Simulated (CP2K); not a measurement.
**Convergence test for LaMg₃ (I4/mmm, 4 atoms in the cell)**

```yaml
crystal:
  lattice:
    - [5.32895, 0.00000, 0.00000]
    - [0.01585, 5.32892, 0.00000]
    - [-2.67240, -2.66446, 3.76253]
  atoms:
    - { symbol: La, position: [0.00000, 0.00000, 0.00000] }
    - { symbol: Mg, position: [0.50000, 0.50000, 0.00000] }
    - { symbol: Mg, position: [0.25000, 0.75000, 0.50000] }
    - { symbol: Mg, position: [0.75000, 0.25000, 0.50000] }
```

Method of the run: LDA (Pade form), GPW, DZVP-MOLOPT-SR-GTH basis, GTH-PADE potentials (GTH_POTENTIALS) in CP2K.

The starting cell comes from a database of computed structures (which also holds hypothetical and non-ambient phases and stackings), without a prior relaxation at this level. Its lattice was rescaled by a random factor within 2.5 % of one. Values carry the incompleteness of an atom-centred basis.

Held fixed: CUTOFF = 1000 Ry; REL_CUTOFF = 50 Ry; SMEAR/METHOD = MARZARI_VANDERBILT; SIGMA = 0.1 eV; KPOINTS/SCHEME = MONKHORST-PACK 5 5 5; XC_FUNCTIONAL = PADE; La/BASIS_SET = DZVP-MOLOPT-SR-GTH; La/POTENTIAL = GTH-PADE-q11; Mg/BASIS_SET = DZVP-MOLOPT-SR-GTH; Mg/POTENTIAL = GTH-PADE-q10; METHOD = GPW; EPS_DEFAULT = 1e-10; NGRIDS = 5; SCF_GUESS = ATOMIC; EPS_SCF = 1e-07; MAX_SCF = 100; MIXING/METHOD = BROYDEN_MIXING; MIXING/ALPHA = 0.2; MIXING/NBUFFER = 10.

ΔF is the free energy per atom less that of the last row (32).

| ADDED_MOS | ΔF (meV/atom) | pressure (GPa) | bands |
|---|---|---|---|
| 1 | 0.00 | -1.93 | 22 |
| 2 | 0.00 | -1.93 | 23 |
| 4 | 0.00 | -1.93 | 25 |
| 8 | 0.00 | -1.93 | 29 |
| 16 | 0.00 | -1.93 | 37 |
| 32 | 0.00 | -1.93 | 53 |

Pressure within 1 GPa of the last row: from ADDED_MOS = 1 on, the coarsest one. The value it settles on is -1.9 GPa at this level of theory and with the other settings as held.

Energy within 10 meV/atom of the last row: from ADDED_MOS = 1 on, the coarsest one.
